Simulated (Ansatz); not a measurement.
Reference: Ti2CS (P6_3/mmc), PBEsol, DFPT electron-phonon coupling, linearised Boltzmann equation (plane waves, PAW, scalar-relativistic; Ansatz, a quantum-chemistry and plane-wave program); geometry: relaxed with this functional, without spin-orbit coupling.

```cif
data_C2S2Ti4
_chemical_formula_sum 'Ti4 C2 S2'
_space_group_name_H-M_alt 'P 1'
_space_group_IT_number 1
_cell_length_a 3.16571
_cell_length_b 3.16571
_cell_length_c 11.14241
_cell_angle_alpha 90.000
_cell_angle_beta 90.000
_cell_angle_gamma 120.000
loop_
_space_group_symop_operation_xyz
  'x, y, z'
loop_
_atom_site_label
_atom_site_type_symbol
_atom_site_fract_x
_atom_site_fract_y
_atom_site_fract_z
_atom_site_occupancy
Ti1 Ti 0.33333 0.66667 0.40027 1
Ti2 Ti 0.66667 0.33333 0.59973 1
Ti3 Ti 0.66667 0.33333 0.90027 1
Ti4 Ti 0.33333 0.66667 0.09973 1
C1 C 0.00000 0.00000 0.50000 1
C2 C 0.00000 0.00000 0.00000 1
S1 S 0.66667 0.33333 0.25000 1
S2 S 0.33333 0.66667 0.75000 1
```

The resistivity at 300 K is 15.4 μΩ·cm.

Swap Ti for Nb, keeping the structure type. How do these values move?

Nb$_{2}$CS (P6_3/mmc): volume per atom 12.1 to 13.4 Å³; resistivity at 300 K rises (15.4 μΩ·cm to 35 μΩ·cm).

Swap S for Ge, keeping the structure type. How do these values move?

Ti$_{2}$GeC (P6_3/mmc): volume per atom 12.1 to 13.0 Å³; resistivity at 300 K stays about the same (15.4 μΩ·cm to 16.5 μΩ·cm).

Replace S by Cd on the same sites and relax. What happens?

Ti2CdC (P6_3/mmc): volume per atom 12.1 to 14.5 Å³; resistivity at 300 K rises (15.4 μΩ·cm to 29 μΩ·cm).

Moves up to 18 % count as about the same. Metals; harmonic phonons alone scatter; means over directions. Halving the electron mesh moves these values by up to 12 %; q meshes are mostly untested. Spin-orbit coupling is left out.

Formula and space group known from diffraction (Crystallography Open Database), not checked to be the room-temperature form: Ti2CS (P6_3/mmc). Computed structure with no diffraction record at hand here (it may be known, metastable or hypothetical): Nb2CS (P6_3/mmc), Ti2CdC (P6_3/mmc), Ti2GeC (P6_3/mmc).
